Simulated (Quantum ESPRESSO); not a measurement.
Input and output of a self-consistent single point for CuRu3 (I4/mmm, 4 atoms in the cell) (Quantum ESPRESSO).

Method: LDA (PZ), GBRV 1.5 ultrasoft (LDA) pseudopotentials (plane waves; Quantum ESPRESSO).

```
CuRu3
1.0
    1.86921    -1.86921     3.94628
    1.86921     1.86921     3.94628
   -1.86921    -1.86921     3.94628
Cu Ru
1 3
Direct
  0.00000   0.00000   0.00000
  0.50000   0.25000   0.75000
  0.50000   0.75000   0.25000
  0.00000   0.50000   0.50000
```

Reference input (self-consistent single point, DFT, PBEsol, plane waves, GBRV 1.5 ultrasoft (PBESOL) pseudopotentials): ecutwfc = 50 Ry; ecutrho = 400 Ry; occupations = smearing; smearing = gauss; degauss = 0.0073499 Ry; potentials = {Cu: cu_pbesol_v1.2.uspp.F.UPF, Ru: ru_pbesol_v1.2.uspp.F.UPF}; K_POINTS = automatic 8 8 8 0 0 0; conv_thr = 1e-09 Ry; mixing_beta = 0.7. This run's input differs from it in these lines:

```diff
@@ -25,4 +25,4 @@
 ATOMIC_SPECIES
-Cu    63.5460  cu_pbesol_v1.2.uspp.F.UPF
-Ru   101.0700  ru_pbesol_v1.2.uspp.F.UPF
+Cu    63.5460  cu_lda_v1.2.uspp.F.UPF
+Ru   101.0700  ru_lda_v1.2.uspp.F.UPF
 ATOMIC_POSITIONS crystal
```

The program printed (abridged):

```
     Self-consistent Calculation

     iteration #  1     ecut=    50.00 Ry     beta= 0.70

     negative rho (up, down):  2.013E-01 0.000E+00

     total energy              =    -957.99287072 Ry
     estimated scf accuracy    <      37.74564837 Ry

     iteration #  2     ecut=    50.00 Ry     beta= 0.70

     negative rho (up, down):  2.090E-01 0.000E+00

     total energy              =    -977.06407745 Ry
     estimated scf accuracy    <     123.73751692 Ry

     iteration #  3     ecut=    50.00 Ry     beta= 0.70

     negative rho (up, down):  2.086E-01 0.000E+00

     total energy              =    -986.34752044 Ry
     estimated scf accuracy    <      24.12990549 Ry

   [... 28 blocks of this kind left out ...]

     iteration # 32     ecut=    50.00 Ry     beta= 0.70

     negative rho (up, down):  2.073E-01 0.000E+00

     total energy              =    -986.75868072 Ry
     estimated scf accuracy    <          6.8E-09 Ry

     iteration # 33     ecut=    50.00 Ry     beta= 0.70

     negative rho (up, down):  2.073E-01 0.000E+00
     End of self-consistent calculation

     the Fermi energy is    20.3327 ev

!    total energy              =    -986.75868072 Ry
     estimated scf accuracy    <          4.2E-10 Ry
     smearing contrib. (-TS)   =      -0.00190938 Ry
     internal energy E=F+TS    =    -986.75677135 Ry

     convergence has been achieved in  33 iterations

     negative rho (up, down):  2.073E-01 0.000E+00

     Forces acting on atoms (cartesian axes, Ry/au):

     atom    1 type  1   force =     0.00000000    0.00000000   -0.00000000
   [... zero for the other atoms too ...]

     Total force =     0.000000     Total SCF correction =     0.000000

     negative rho (up, down):  2.073E-01 0.000E+00
          total   stress  (Ry/bohr**3)                   (kbar)     P=     -214.95
  -0.00146405   0.00000000   0.00000000         -215.37        0.00        0.00
   0.00000000  -0.00146405  -0.00000000            0.00     -215.37       -0.00
   0.00000000   0.00000000  -0.00145545            0.00        0.00     -214.10

   JOB DONE.
```

The run converged in 33 iterations. Against the reference run the pressure goes from -16.07 to -21.49 GPa.

The starting cell comes from a database of computed structures (which also holds hypothetical and non-ambient phases and stackings), without a prior relaxation at this level. Its lattice was rescaled by a random factor within 2.5 % of one. Spin polarisation is off. With a pressure of about -21 GPa the cell is away from its equilibrium volume at this level.

Cost on one core of a shared machine: roughly 4 min.
